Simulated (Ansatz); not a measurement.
Base system: Mg in the hcp (Mg type) structure (space group P6_3/mmc, No. 194; a = 3.175 Å, c = 5.163 Å; relaxed with 0.1 eV smearing). Axes: x lies along a and z along c of the hexagonal cell.

Computed with PBEsol/PAW in Ansatz (a first-principles code), scalar-relativistic without spin-orbit coupling.

Strains are applied to the cell and any free atomic positions relax; under stress the whole cell relaxes.

One change was made to it. Results:

```csv
quantity,base,after
shortest interatomic distance,3.166 Å,3.170 Å
energy relative to the base (free energy F),0 meV/atom,+0.3 meV/atom
```

Name the change that was made.
A. uniaxial stress, 0.5 GPa tension along z
B. tensor shear ε_xz = −3.10 %
C. tensor shear ε_yz = +3.21 %
D. uniaxial stress, 5 GPa compression along z

A, uniaxial stress, 0.5 GPa tension along z. For comparison, the energy relative to the base in the other runs: uniaxial stress, 5 GPa compression along z gives +24 meV/atom; tensor shear ε_yz = +3.21 % gives +5.2 meV/atom; tensor shear ε_xz = −3.10 % gives +4.9 meV/atom.

Beyond what the load breaks, stability against distortions was not tested.
